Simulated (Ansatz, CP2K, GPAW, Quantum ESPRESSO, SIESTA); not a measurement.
# Code comparison for SrAs2Ru2 (I4/mmm, 5 atoms in the cell)

Self-consistent single point.

```
Sr(AsRu)2
1.0
   -2.08740     2.08740     5.70048
    2.08740    -2.08740     5.70048
    2.08740     2.08740    -5.70048
Sr As Ru
1 2 2
Cartesian
  0.00000   0.00000   0.00000
  0.00000   0.00000   7.33333
  0.00000   0.00000   4.06763
  2.08740   0.00000   2.85024
  0.00000   2.08740   2.85024
```

Shared settings, as Ansatz (a program for electronic structure) writes them: kpoints.mp_grid.grid = 6 6 6; scf.occupations.method = gaussian; scf.occupations.width = 0.05 eV. Potentials and cutoffs stand in the table.

```json
[
 {"code": "GPAW", "model": "PBEsol, GPAW PAW datasets PBEsol (made by gpaw-setup)", "pressure (GPa)": "-2.12", "largest force (eV/Å)": "0.141", "cutoff": "550 eV"},
 {"code": "SIESTA", "model": "GGA PBEsol, numerical atomic orbitals DZP, PseudoDojo PBEsol standard norm-conserving potentials (rewritten from UPF to PSML)", "pressure (GPa)": "4.58", "largest force (eV/Å)": "1.031", "cutoff": "grid 350 Ry"},
 {"code": "CP2K", "model": "PBEsol, GPW, DZVP-MOLOPT-SR-GTH basis, GTH-PBE potentials (GTH_POTENTIALS)", "pressure (GPa)": "0.12", "largest force (eV/Å)": "0.543", "cutoff": "grid 500 Ry"},
 {"code": "Quantum ESPRESSO", "model": "PBEsol, SSSP 1.1.2 precision (PBE) pseudopotentials", "pressure (GPa)": "-1.69", "largest force (eV/Å)": "0.197", "cutoff": "75 Ry"},
 {"code": "Ansatz", "model": "PBEsol, PAW files made with PBE", "pressure (GPa)": "-2.64", "largest force (eV/Å)": "0.067", "cutoff": "default"}
]
```

On Ansatz's run: spin polarisation is off.

The spread over the programs that give each value: pressure within 7.22 GPa; largest force within 0.964 eV/Å.

SIESTA and CP2K use small atom-centred bases, whose incompleteness enters pressures, forces and empty levels differently from a plane-wave cutoff. Ansatz's pressure is given at a fixed set of plane waves, as the other plane-wave codes print theirs; with its correction for the finite basis it is -2.56 GPa. In the pressure, SIESTA (by 6.70) and CP2K (by 2.24) lie more than 1 GPa from the median of the plane-wave programs. In the force vectors, SIESTA (by 0.890) and CP2K (by 0.401) lie more than 0.08 eV/Å from the median of the plane-wave programs.

The starting cell comes from a database of computed structures (which also holds hypothetical and non-ambient phases and stackings), without a prior relaxation at this level.

Left out of this page: Elk (not drawn, or without a comparable value).

Keys are those of Ansatz 0.2.
